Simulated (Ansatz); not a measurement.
Input:

Host crystal: 3C silicon carbide, with a band gap (PBE, scalar-relativistic without spin-orbit coupling).

End structure of CO on the 1x1 (110) surface of 3C silicon carbide (cut with top plane C + Si), one in a 2x2 cell, started at the site 'top Si':

```xyz
50
Lattice="6.1943 0.0000 0.0000 0.0000 8.7600 0.0000 0.0000 0.0000 27.0000" Properties=species:S:1:pos:R:3 pbc="T T T"
C      0.0000     3.2273     9.6400
C      0.0000     7.6073     9.6400
C      3.0971     3.2273     9.6400
C      3.0971     7.6073     9.6400
Si     1.5486     2.3762     9.8826
Si     1.5486     6.7562     9.8826
Si     4.6457     2.3762     9.8826
Si     4.6457     6.7562     9.8826
C      1.5486     1.0384    11.1621
C      1.5486     5.4184    11.1621
C      4.6457     1.0384    11.1621
C      4.6457     5.4184    11.1621
Si     0.0000    -0.0299    11.1216
Si     0.0000     4.3501    11.1216
Si     3.0971    -0.0299    11.1216
Si     3.0971     4.3501    11.1216
C      0.0000     3.2647    12.7216
C      0.0000     7.6447    12.7216
C      3.0971     3.2647    12.7216
C      3.0971     7.6447    12.7216
Si     1.5486     2.1693    12.7410
Si     1.5486     6.5493    12.7410
Si     4.6457     2.1693    12.7410
Si     4.6457     6.5493    12.7410
C      1.5487     1.0814    14.2826
C      1.5468     5.4443    14.2752
C      4.6456     1.0814    14.2826
C      4.6475     5.4443    14.2752
Si     0.0000    -0.0139    14.2588
Si     0.0000     4.3500    14.2636
Si     3.0971    -0.0216    14.2622
Si     3.0971     4.3527    14.2568
C      0.0000     3.2387    15.8679
C      0.0000     7.6096    15.8316
C      3.0971     3.2309    15.8467
C      3.0971     7.6163    15.8019
Si     1.5515     2.1461    15.9016
Si     1.5550     6.5541    15.8440
Si     4.6428     2.1461    15.9016
Si     4.6393     6.5541    15.8440
C      1.5594     1.0123    17.3654
C      1.5616     5.4558    17.3738
C      4.6349     1.0123    17.3654
C      4.6326     5.4558    17.3738
Si     0.0000     0.1881    17.1292
Si     0.0000     4.5992    17.1331
Si     3.0971     0.0621    17.2309
Si     3.0971     4.5713    17.1100
C      3.0971    -1.1758    18.8284
O      3.0971    -1.4511    19.9357
```

Model: 50-atom slab, 7.7 Å thick at the start under the adsorbate (thin: gaps and levels are the slab's own), 3x2x1 mesh, Fermi-Dirac 0.01 eV, dipole correction, single point; on the structure that PBE left under its start's symmetry; no spin, no spin-orbit, no U, no dispersion correction. At the end it is bonded to Si. In PBE it is, or lies within 0.03 eV of, the lowest of the starts that converged; the order may differ at this level.

A negative adsorption energy means that the adsorbate is more stable on the surface than in its reference.

Problem. What is the computed change of the step from the bottom to the top vacuum level, against the clean slab (HSE06, at the PBE geometry (Ansatz, an electronic-structure program))?

Solution. -0.49 eV

Problem. Predict the adsorption energy against CO(g) at the same level from HSE06, at the PBE geometry.

Solution. -677 meV
